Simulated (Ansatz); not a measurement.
O interstitial in corundum (start: void with 3O nearest, no. 2; 120-site cell, 2×2×2 Γ-centred sampling). Computed with PBE, PAW (plane waves to 420 eV; Ansatz, a program for electronic structure). Total energies of the localised charge states, counted from that of charge +1, and their image corrections (point charge with alignment); the host's valence-band maximum lies at 7.358 eV on the cells' energy zero and its gap is 5.85 eV.

```json
[
 {"charge": "+1", "moment (μB)": "1.0", "E − E(first) (eV)": "0.000", "correction (eV)": "0.273"},
 {"charge": "0", "moment (μB)": "0.0", "E − E(first) (eV)": "7.957", "correction (eV)": "0.000"},
 {"charge": "−1", "moment (μB)": "1.0", "E − E(first) (eV)": "18.569", "correction (eV)": "0.051"},
 {"charge": "−2", "moment (μB)": "not spin-polarised", "E − E(first) (eV)": "28.267", "correction (eV)": "0.287"}
]
```

Q: Derive the transition levels above the valence-band maximum and say which of them are thermodynamic.

A: A level is the Fermi energy at which two charges have equal formation energy: ε(q/q′) = [E(q′) + corr(q′) − E(q) − corr(q)] / (q − q′) − E_VBM.
ε(+1/0) = [(7.957 + 0.000) − (0.000 + 0.273)] / 1 − 7.358 = 0.33 eV
ε(0/−1) = [(18.569 + 0.051) − (7.957 + 0.000)] / 1 − 7.358 = 3.31 eV
ε(−1/−2) = [(28.267 + 0.287) − (18.569 + 0.051)] / 1 − 7.358 = 2.58 eV
Charge −1 lies above the lower envelope where its neighbours cross, so the level that counts is ε(0/−2) = [(28.267 + 0.287) − (7.957 + 0.000)] / 2 − 7.358 = 2.94 eV.
Thermodynamic levels at least 0.1 eV inside the gap: (+1/0) at 0.33 eV; (0/−2) at 2.94 eV. They hold to tenths of an eV in this cell. Only the charges listed were compared. The geometries come from one start. Flagged in the runs: a doubtful potential alignment, a host whose relaxation on this sampling wasn't shown to rest, a strain field that reaches the edge of the cell.
